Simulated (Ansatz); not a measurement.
Short convergence ladders for NiPt (R3m, 2 atoms in the cell)

```xyz
2
Lattice="1.3468 0.7776 4.2085 -1.3468 0.7776 4.2085 0.0000 -1.5552 4.2085" Properties=species:S:1:pos:R:3 pbc="T T T"
Ni     0.0000     0.0000     0.0500
Pt     0.0000     0.0000     6.3127
```
Moments meant for the start (each program seeds them in its own way; μB, in the order of the atoms Ni Pt): 2.0 0.0.

Base method: LDA (PW92), default PAW files made with PBE (plane waves; Ansatz, a first-principles code).

Base settings: basis.ecutwfc = 30.9 Ry; kpoints.mp_grid.grid = 14 14 14; hamiltonian.xc = lda; hamiltonian.pseudopotentials = {kind: paw} (the program's default PAW files); magnetization.spin_polarized = true; scf.occupations.method = fermi_dirac; scf.occupations.width = 0.0073 Ry.

The count of work is k-points × plane waves × bands × iterations; it is no time. 

**The k-point mesh**

Only quantities that move along the ladder and can be compared are tabulated.

The magnetic state is not the same in all runs (site moments differ, or a search went on to a lower state), so steps between rows are not convergence errors alone.

| kpoints.mp_grid.grid | free energy less the last step's (meV/atom) | pressure (GPa) | largest difference of a force vector from the last step's (eV/Å) | net moment (μB/atom) | count of work / last |
|---|---|---|---|---|---|
| 2 2 2 | 1673.46 | 15.17 | 0.167 | 0.859 | 0.0055 |
| 3 3 3 | 180.01 | -4.42 | 0.145 | 0.551 | 0.0095 |
| 4 4 4 | -58.12 | -11.63 | 0.062 | 0.457 | 0.018 |
| 6 6 6 | -34.06 | -10.45 | 0.010 | 0.420 | 0.041 |
| 14 14 14 | -2.50 | -9.69 | 0.002 | 0.437 | 0.31 |
| 20 20 20 | 0.00 | -9.62 | 0.000 | 0.438 | 1.0 |

Coarsest kpoints.mp_grid.grid that holds the forces within 0.02 eV/Å of the last step, with all finer ones: 6 6 6, at 0.041 of the last step's count of work; the step before is off by 0.062 eV/Å.

Coarsest kpoints.mp_grid.grid that holds the free energy within 5 meV/atom of the last step, with all finer ones: 14 14 14, at 0.31 of the last step's count of work; the step before is off by 34 meV/atom.

Coarsest kpoints.mp_grid.grid that holds the net moment within 0.01 μB/atom of the last step, with all finer ones: 14 14 14, at 0.31 of the last step's count of work; the step before is off by 0.018 μB/atom.

**The k-point mesh at a smearing width of 0.02 eV**

In this ladder: scf.occupations.width = 0.0015 Ry.

Only quantities that move along the ladder and can be compared are tabulated.

| kpoints.mp_grid.grid | free energy less the last step's (meV/atom) | pressure (GPa) | largest difference of a force vector from the last step's (eV/Å) | net moment (μB/atom) | count of work / last |
|---|---|---|---|---|---|
| 5 5 5 | 116.45 | -7.50 | 0.058 | 0.593 | 0.018 |
| 7 7 7 | 6.84 | -10.10 | 0.003 | 0.430 | 0.038 |
| 11 11 11 | -4.27 | -9.76 | 0.000 | 0.512 | 0.13 |
| 23 23 23 | 0.00 | -9.77 | 0.000 | 0.494 | 1.0 |

Coarsest kpoints.mp_grid.grid that holds the forces within 0.01 eV/Å of the last step, with all finer ones: 7 7 7, at 0.038 of the last step's count of work; the step before is off by 0.058 eV/Å.

Coarsest kpoints.mp_grid.grid that holds the net moment within 0.05 μB/atom of the last step, with all finer ones: 11 11 11, at 0.13 of the last step's count of work; the step before is off by 0.064 μB/atom.

Coarsest kpoints.mp_grid.grid that holds the pressure within 0.5 GPa of the last step, with all finer ones: 7 7 7, at 0.038 of the last step's count of work; the step before is off by 2.3 GPa.

On the base run: the starting cell comes from a database of computed structures (which also holds hypothetical and non-ambient phases and stackings), without a prior relaxation at this level. Its lattice was rescaled by up to half a per cent. One atom was moved a little off its site on purpose. With one magnetic atom in the cell only a parallel order is possible. In the base run, with a pressure of about -10 GPa the cell is away from its equilibrium volume at this level. Ansatz's pressure includes its estimate of the finite-basis (Pulay) stress.

Keys are those of Ansatz 0.2.
